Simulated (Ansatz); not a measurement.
# GaCuSe2: uniaxial strain ε_zz = +2.25 %

Consider GaCuSe2 in the chalcopyrite structure (space group I-42d, No. 122; a = 5.570 Å, c = 11.075 Å). Axes: x, y, z lie along a, b, c of the conventional cell.

Modification: the cell is stretched by 2.25 % along z with no lateral relaxation; the atoms relax in the strained cell.

Computed with plane-wave PAW DFT at the PBEsol level (Ansatz, a quantum-chemistry and plane-wave program, 420 eV), spin-orbit coupling left out. Γ-centred 8×8×8 mesh, Fermi–Dirac width 0.05 eV.

The volume per atom increases by 0.483 Å³ (21.47 Å³ → 21.96 Å³) and the shortest interatomic distance rises by 0.0337 bohr to 4.533 bohr. The energy rises by 3.2 meV/atom and the pressure (mean of the normal stresses, compression positive) goes from zero to -15.0 kbar. The band gap drops by 0.07 eV to 0.05 eV (uncertain: the Fermi level lies in a band; the changed cell) and the stress (xx, yy, zz, yz, xz, xy; compression positive) comes out as (-1.20, -1.20, -2.09, 0.00, 0.00, 0.00) GPa.

No phonon test of stability was made. The final runs are not spin-polarised. A zero or small gap of GaCuSe2 can be the functional's error rather than a property of the material.
